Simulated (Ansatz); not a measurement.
Consider Zn-vacancy pair (Zn on one host Cu site, one Cu site vacant) in fcc Cu, neutral cell. Method: PBE, PAW (plane waves to 420 eV; Ansatz, a first-principles code).

Cell of 32 host sites held at the relaxed PBE lattice; a 2×2×2 k-point mesh shifted by half a step; Fermi-Dirac width 0.10 eV, spin-restricted; finite-size errors left in. Energies are static. Forms of the defect that were not tried may lie lower.

Barriers: single points on a 4×4×4 k-point mesh shifted by half a step at the bands' geometries (they differ from the bands' own by up to 0.08 eV, and are uncertain by about as much).

Relaxed starting cell (atoms counted from 1):

```
CELL_PARAMETERS angstrom
      7.26000     0.00000     0.00000
      0.00000     7.26000     0.00000
      0.00000     0.00000     7.26000
ATOMIC_POSITIONS crystal
  Zn 0.99899 0.00521 0.00711
  Cu 0.99879 0.00310 0.49912
  Cu 0.99885 0.49759 0.00427
  Cu 0.99877 0.49722 0.49941
  Cu 0.49872 0.00103 0.00298
  Cu 0.49898 0.00106 0.50132
  Cu 0.49887 0.49974 0.00317
  Cu 0.49895 0.49958 0.50094
  Cu 0.99876 0.25133 0.75136
  Cu 0.99883 0.74955 0.25332
  Cu 0.99890 0.74968 0.75109
  Cu 0.49872 0.25075 0.25224
  Cu 0.49887 0.25099 0.75155
  Cu 0.49877 0.74966 0.25271
  Cu 0.49886 0.75022 0.75200
  Cu 0.24883 0.00203 0.25353
  Cu 0.24861 0.00121 0.75113
  Cu 0.24660 0.49779 0.25217
  Cu 0.24802 0.49987 0.75194
  Cu 0.74869 0.00189 0.25302
  Cu 0.74916 0.00113 0.75118
  Cu 0.75103 0.49781 0.25198
  Cu 0.74970 0.49975 0.75183
  Cu 0.24897 0.25144 0.00315
  Cu 0.24754 0.25045 0.50053
  Cu 0.24847 0.74946 0.00333
  Cu 0.24805 0.75003 0.50125
  Cu 0.74856 0.25142 0.00305
  Cu 0.75019 0.25034 0.50005
  Cu 0.74914 0.74944 0.00316
  Cu 0.74980 0.75014 0.50113
```

End state 1 differs by these moves (Å; atoms that move under 0.08 Å are left out):

```json
[
 {"atom": "1", "element": "Zn", "Δx": "0.00", "Δy": "1.74", "Δz": "1.74"}
]
```

Problem. Predict the forward and backward barriers to end state 1 from PBE, PAW.

Solution. forward 0.55 eV, backward 0.55 eV; at the saddle point atom 1 has neighbours 4 Cu at 2.38, 4 Cu at 2.80 Å. The saddle point's order was not checked, and it lies on a symmetry element of the cell, where a band can be held.
